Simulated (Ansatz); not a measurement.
System: MgO (model structure, started from the BeO type, P4₂/mnm, No. 136, 8 atoms in the cell). Method: r²SCAN (Ansatz, a program for electronic structure, plane waves, PAW).

Settings: plane-wave cutoff 560 eV, 6×6×10 k mesh (along the axes of the cell as run), Fermi–Dirac smearing 0.01 eV, scalar-relativistic PAW data made under PBE.

Cell (relaxed at this level):

Space group P4₂/mnm (No. 136); a = b = 5.499 Å, c = 3.266 Å, α = β = γ = 90.00°

| atom | site | symmetry | x | y | z |
|---|---|---|---|---|---|
| Mg | 4g | m.2m | 0.1791 | 0.1791 | 0.5000 |
| O | 4f | m.2m | 0.3163 | 0.3163 | 0.0000 |

Problem. Predict the band gap and bulk modulus B0.

Solution. 
- band gap: 4.17 eV (on the SCF k mesh)
- bulk modulus B0: 114 GPa

Note: the bulk modulus is −V dP/dV from two relaxed cells at ±2 % in volume; the relaxation could raise the start's symmetry but not lower it, so the cell can be a saddle point.

The computed numbers hold no vibrational or temperature effects.

A model structure was made by putting elements into a prototype or built by hand; it is no filed structure, need not be a known phase, and can be a saddle point held by its symmetry.
